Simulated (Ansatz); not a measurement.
## fluorite-type CoSi2 (1 1 1) on wurtzite AlN (0 0 1) (film strained to the substrate, started from cuts of the bulks and a machine-learned relaxation; slabs Al24N24 and Co9Si18, which can lie off the formulas)

A periodic stack without vacuum, fluorite-type CoSi2 (1 1 1) on wurtzite AlN (0 0 1) (film strained to the substrate, started from cuts of the bulks and a machine-learned relaxation; slabs Al24N24 and Co9Si18, which can lie off the formulas): substrate slab Al24N24, film Co9Si18, surface cells [[0, 2], [-2, 0]] and [[-2, 1], [-1, -1]], film strained by -4.6 and -4.6 %, outermost planes N/Al and Si/Si as cut, which need not be the usual terminations and can put a slab off its formula.

The start was prepared with a machine-learned potential, and the result is one local minimum, with the in-plane cell held and forces under 0.04 eV/Å; the film can end far from its bulk form.

Calculation: PBE (plane waves to 420 eV, PAW; Ansatz, a quantum-chemistry and plane-wave program). Spin–orbit coupling is left out; the runs are not spin-polarised; PBE gaps are too small against experiment. Its k-point mesh 5×5×1, Fermi–Dirac width 0.05 eV.

The interface area comes out as 33.9 Å². The period is 25.55 Å. The heights between the nearest atoms of the two slabs at the two interfaces comes out as 2.13 and 1.73 Å and the Al–Si contacts across the interfaces within 1.22 times the sum of covalent radii is 6, mean 2.65 Å. The N–Si contacts across the interfaces within 1.22 times the sum of covalent radii comes out as 3, mean 1.85 Å, the Co–N contacts across the interfaces within 1.22 times the sum of covalent radii is 1, mean 2.03 Å and the Al–Co contacts across the interfaces within 1.22 times the sum of covalent radii is 1, mean 2.68 Å. The estimate of the barrier is withheld, since the two interfaces are unlike and the slope of the mean potential energy in the substrate comes out as +4.6 MV/cm × e.

```yaml
crystal:
  lattice:
    - [6.26050, -0.00004, -0.03264]
    - [3.12993, 5.42041, -0.16298]
    - [1.17420, -1.13296, 25.58300]
  atoms:
    - { symbol: Al, position: [0.15603, 0.11174, 0.06373] }
    - { symbol: Al, position: [0.67098, 0.10751, 0.06389] }
    - { symbol: Al, position: [0.15191, 0.60060, 0.06386] }
    - { symbol: Al, position: [0.64445, 0.62692, 0.06390] }
    - { symbol: Al, position: [0.29252, 0.30855, 0.16226] }
    - { symbol: Al, position: [0.78967, 0.31463, 0.16225] }
    - { symbol: Al, position: [0.28632, 0.81186, 0.16226] }
    - { symbol: Al, position: [0.78945, 0.81168, 0.16252] }
    - { symbol: N, position: [0.13085, 0.13702, 0.13851] }
    - { symbol: N, position: [0.63551, 0.13638, 0.13858] }
    - { symbol: N, position: [0.13029, 0.63284, 0.13856] }
    - { symbol: N, position: [0.62656, 0.64169, 0.13858] }
    - { symbol: N, position: [0.34615, 0.25488, 0.04127] }
    - { symbol: N, position: [0.82996, 0.28669, 0.04140] }
    - { symbol: N, position: [0.31391, 0.77100, 0.04127] }
    - { symbol: N, position: [0.83073, 0.76980, 0.03922] }
    - { symbol: Al, position: [0.08977, 0.17839, 0.26079] }
    - { symbol: Al, position: [0.59035, 0.17850, 0.26069] }
    - { symbol: Al, position: [0.08998, 0.67766, 0.26069] }
    - { symbol: Al, position: [0.58908, 0.67887, 0.26069] }
    - { symbol: Al, position: [0.22324, 0.37919, 0.35918] }
    - { symbol: Al, position: [0.72285, 0.37814, 0.35919] }
    - { symbol: Al, position: [0.22420, 0.87777, 0.35921] }
    - { symbol: Al, position: [0.72357, 0.87825, 0.35889] }
    - { symbol: N, position: [0.06472, 0.20369, 0.33554] }
    - { symbol: N, position: [0.56445, 0.20378, 0.33526] }
    - { symbol: N, position: [0.06500, 0.70380, 0.33526] }
    - { symbol: N, position: [0.56495, 0.70325, 0.33527] }
    - { symbol: N, position: [0.26539, 0.33597, 0.23692] }
    - { symbol: N, position: [0.76450, 0.33797, 0.23691] }
    - { symbol: N, position: [0.26336, 0.83711, 0.23691] }
    - { symbol: N, position: [0.76438, 0.83703, 0.23706] }
    - { symbol: Al, position: [0.02406, 0.24483, 0.45673] }
    - { symbol: Al, position: [0.52225, 0.24270, 0.45779] }
    - { symbol: Al, position: [0.02123, 0.74885, 0.45786] }
    - { symbol: Al, position: [0.52748, 0.74369, 0.45781] }
    - { symbol: Al, position: [0.15163, 0.45066, 0.55478] }
    - { symbol: Al, position: [0.65814, 0.43802, 0.55471] }
    - { symbol: Al, position: [0.16410, 0.94482, 0.55474] }
    - { symbol: Al, position: [0.65466, 0.94761, 0.56357] }
    - { symbol: N, position: [0.99927, 0.27002, 0.53103] }
    - { symbol: N, position: [0.49272, 0.26675, 0.53255] }
    - { symbol: N, position: [0.99495, 0.77971, 0.53269] }
    - { symbol: N, position: [0.50816, 0.76445, 0.53254] }
    - { symbol: N, position: [0.19674, 0.40634, 0.43387] }
    - { symbol: N, position: [0.69738, 0.40209, 0.43388] }
    - { symbol: N, position: [0.20082, 0.90276, 0.43392] }
    - { symbol: N, position: [0.69858, 0.90349, 0.43328] }
    - { symbol: Co, position: [0.94870, 0.31929, 0.68372] }
    - { symbol: Co, position: [0.61861, 0.98387, 0.66866] }
    - { symbol: Co, position: [0.28554, 0.65068, 0.67593] }
    - { symbol: Co, position: [0.90707, 0.01933, 0.80296] }
    - { symbol: Co, position: [0.57555, 0.69733, 0.80269] }
    - { symbol: Co, position: [0.24528, 0.35881, 0.80283] }
    - { symbol: Co, position: [0.85818, 0.74155, 0.95975] }
    - { symbol: Co, position: [0.53607, 0.39979, 0.92668] }
    - { symbol: Co, position: [0.20058, 0.06692, 0.92696] }
    - { symbol: Si, position: [0.96409, 0.62891, 0.64749] }
    - { symbol: Si, position: [0.63750, 0.31214, 0.64677] }
    - { symbol: Si, position: [0.28050, 0.98365, 0.64692] }
    - { symbol: Si, position: [0.93620, 0.99047, 0.71040] }
    - { symbol: Si, position: [0.60332, 0.67049, 0.71035] }
    - { symbol: Si, position: [0.27936, 0.32702, 0.71056] }
    - { symbol: Si, position: [0.91991, 0.34301, 0.77072] }
    - { symbol: Si, position: [0.58529, 0.01635, 0.76598] }
    - { symbol: Si, position: [0.25794, 0.68038, 0.76740] }
    - { symbol: Si, position: [0.90047, 0.69900, 0.83477] }
    - { symbol: Si, position: [0.56585, 0.37267, 0.83850] }
    - { symbol: Si, position: [0.22723, 0.03902, 0.83860] }
    - { symbol: Si, position: [0.87809, 0.03505, 0.89610] }
    - { symbol: Si, position: [0.56332, 0.72357, 0.89591] }
    - { symbol: Si, position: [0.19490, 0.40721, 0.89606] }
    - { symbol: Si, position: [0.85454, 0.33721, 0.97157] }
    - { symbol: Si, position: [0.44358, 0.15673, 0.97124] }
    - { symbol: Si, position: [0.26180, 0.74900, 0.97130] }
```
